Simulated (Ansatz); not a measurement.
TaRe3 (model structure, started from the D022 type, I4/mmm, No. 139, 4 atoms in the cell) was calculated with r²SCAN (Ansatz, a quantum-chemistry and plane-wave program, PAW).

Run with plane-wave cutoff 560 eV, 20×20×20 k mesh, Fermi–Dirac smearing 0.05 eV, no spin polarisation, scalar-relativistic PAW data made under PBE.

Cell (relaxed at this level):

```
Re3Ta
1.0
   -1.97694     1.97694     3.97757
    1.97694    -1.97694     3.97757
    1.97694     1.97694    -3.97757
Re Ta
3 1
Direct
  0.50000   0.50000   0.00000
  0.75000   0.25000   0.50000
  0.25000   0.75000   0.50000
  0.00000   0.00000   0.00000
```

Task: What does this level give for the bulk modulus B0?

Result: 
- bulk modulus B0: 328 GPa

Note: the run has no spin polarisation, so it can have missed a magnetic state; the bulk modulus is −V dP/dV from two relaxed cells at ±2 % in volume; the relaxation could raise the start's symmetry but not lower it, so the cell can be a saddle point.

Spin–orbit coupling is not included.

The computed numbers hold no vibrational or temperature effects.

Computing time: around 12 core-minutes (rough).

A model structure was made by putting elements into a prototype or built by hand; it is no filed structure, need not be a known phase, and can be a saddle point held by its symmetry.
